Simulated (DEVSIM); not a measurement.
System: Ti/AlN/p-Ge capacitor, at 500 K.

Layer 1 from the left is AlN, thickness (nm) 2.60. Layer 2 from the left is Ge, thickness (nm) 5700, Na (cm⁻³) 1.1e16.

Metal gate on the left, work function 4.33 eV. Fixed charge at the semiconductor interface 7.5e11 cm⁻² (in units of +e); no interface traps.

This is a model device: material constants are rounded textbook-type values typed into the input, and sizes, dopings and lifetimes were drawn at random. Values at 300 K; Nc and Nv go as T^1.5, mobilities as T to minus their exponent, the gap by Varshni's rule with the affinity fixed.

AlN: gap (eV) 6.1, affinity (eV) 1.9, permittivity 8.5. Ge: gap (eV) 0.664, affinity (eV) 4, permittivity 16, Nc (cm⁻³) 1.04e19, Nv (cm⁻³) 6e18, Varshni α (eV/K) 0.000477, Varshni β (K) 235.

DEVSIM, 1D Poisson equation in equilibrium, Boltzmann statistics, complete ionisation; no quantum confinement or tunnelling. Metal contacts follow the ideal Schottky-Mott rule: no Fermi-level pinning, no interface dipoles.

Q: What does the simulation give for the flat-band voltage, the threshold voltage (band bending 2φF), the minimum of the low-frequency capacitance?

A: flat-band voltage -0.03 V; threshold voltage (band bending 2φF) 0.00 V; minimum of the low-frequency capacitance 0.397 μF/cm².
